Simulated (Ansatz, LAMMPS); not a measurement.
**Si well of 9 atomic layers along [001] in random Si0.8Ge0.2, interfaces one step of a layer**

Cell 16.58 × 16.58 × 49.54 Å, Si548Ge100, 648 atoms. Prepared with Tersoff's 1989 multicomponent potential (SiCGe.tersoff) run with LAMMPS: minimisation. 

That structure was relaxed on with PBE, support functions at accuracy medium on the grid of 370 eV in Ansatz (a first-principles code). Basis: localised support functions (accuracy medium) on a full density matrix. k-points: zone centre alone; occupations: Fermi-Dirac, 0.010 eV; spin polarisation not allowed. Scalar-relativistic, no spin-orbit coupling.

Question: What does DFT change in the classical structure?

Answer: The energy falls by 0.2 meV an atom over 3 steps; atoms move by 0.009 Å root mean square, 0.03 Å at most.
```json
[
 {"quantity": "4-fold atoms (%)", "classical minimum": "100.0", "after DFT steps": "100.0"},
 {"quantity": "spread of bond angles (°)", "classical minimum": "0.8", "after DFT steps": "0.9"}
]
```
